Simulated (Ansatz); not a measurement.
Start from CuAu (space group P4/mmm, No. 123; a = 2.8694 Å, c = 3.6452 Å; relaxed with 0.1 eV smearing). Axes: x, y, z lie along a, b, c of the conventional cell.

Method: PBE (Ansatz, an electronic-structure program, PAW, without spin-orbit coupling).

Before the change:

- Shortest interatomic distance = 2.727 Å

Modification: uniaxial strain ε_zz = −2.50 %, all other strain components held at zero; the atoms relax in the strained cell.

### Question
How does this affect the energy relative to the base, stress and shortest interatomic distance?

### Answer
The energy grows by 4.6 meV/atom; the stress (xx, yy, zz, yz, xz, xy; compression positive) amounts to (3.6, 3.6, 4.0, 0.0, 0.0, 0.0) GPa; the shortest interatomic distance shrinks by 0.030 Å (2.727 Å → 2.697 Å).

No phonon test of stability was made. The final runs are not spin-polarised.
